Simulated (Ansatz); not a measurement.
# WC: energy against strain

WC (WC type, P-6m2, 10.288 Å³/atom at rest, c along z) under a strain ε along c (axis z), the other axes held. PBEsol in Ansatz, a plane-wave DFT program (PAW, default set), 420 eV, 23×23×20 Γ-centred mesh, Fermi-Dirac smearing 0.10 eV; ions are relaxed within the symmetry of each cell.

Here s stands for strain and y for E less E0.

| strain (%) | E less E0 (meV/atom) |
|---|---|
| -3.00 | ? |
| -1.50 | 7.45 |
| -1.00 | 3.30 |
| -0.50 | 0.83 |
| 0.00 | 0.00 |
| 0.50 | 0.75 |
| 1.00 | 3.05 |
| 1.50 | 6.83 |

Fit y of the 7 rows that show it with a parabola. Least squares gives y = -0.001 - 0.1743·s + 3.1743·s². Residuals (row less fit): 0.047, -0.048, -0.050, 0.001, 0.045, 0.051, -0.050; standard error 0.059 (degrees of freedom: 4). Twice the quadratic coefficient over the volume, 2 × 3.1743 meV × 10⁴ × 0.1602 / 10.288 Å³, is the elastic constant C33 = 989 ± 8 GPa.

Problem. Predict the withheld y at s = -3.00 from the fit, and compare with the calculation.

Solution. y = -0.001 - 0.1743 × (-3.0) + 3.1743 × (-3.0)² = 29.091 meV/atom. The calculation gives 30.58 meV/atom, 1.489 meV/atom above the prediction (4.9 % of the range of y in the table). The row lies outside the fitted rows, so this is an extrapolation. From the scatter of the fitted rows alone, a prediction at this place has a standard error of 0.227 meV/atom, so the miss is 6.6 times that.

One order more, fitted to all 13 runs of the series, follows each within 0.01, so the miss is the next term of a smooth law. In a metal these values are sensitive to mesh and smearing; energies are taken to zero smearing, stresses follow the free energy. Rows are the converged runs of the series near zero and its far end; series whose fitted rows scatter by over a few per cent of the range, as at a crossing or softening among them, aren't shown in this form. Most that stay on the fit to the last digits aren't either.
